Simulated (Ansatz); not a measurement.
Consider W in the bcc (W type) structure (space group Im-3m, No. 229; relaxed with 0.1 eV smearing).

```
CELL_PARAMETERS angstrom
     -1.56765     1.56765     1.56765
      1.56765    -1.56765     1.56765
      1.56765     1.56765    -1.56765
ATOMIC_POSITIONS crystal
  W  0.00000 0.00000 0.00000
```

Cartesian axes are those of the cell as printed.

Computed with LDA (Ansatz, a program for electronic structure, PAW, scalar-relativistic without spin-orbit coupling).

For the base:

The shortest interatomic distance comes out as 271.5 pm.

It is then changed as follows: the cell is stretched by 2.50 % along z with no lateral relaxation, atoms relaxed at fixed cell.

How does this affect the shortest interatomic distance, energy relative to the base and stress?

The shortest interatomic distance goes up by 2.3 pm to 273.8 pm; the energy increases by 16 meV/atom; the stress (xx, yy, zz, yz, xz, xy; compression positive) comes out as (-5.2, -5.2, -12.9, 0.0, 0.0, 0.0) GPa.

The cells carry an imposed strain or load. Whether these cells are dynamically stable was not tested. The final runs are not spin-polarised.
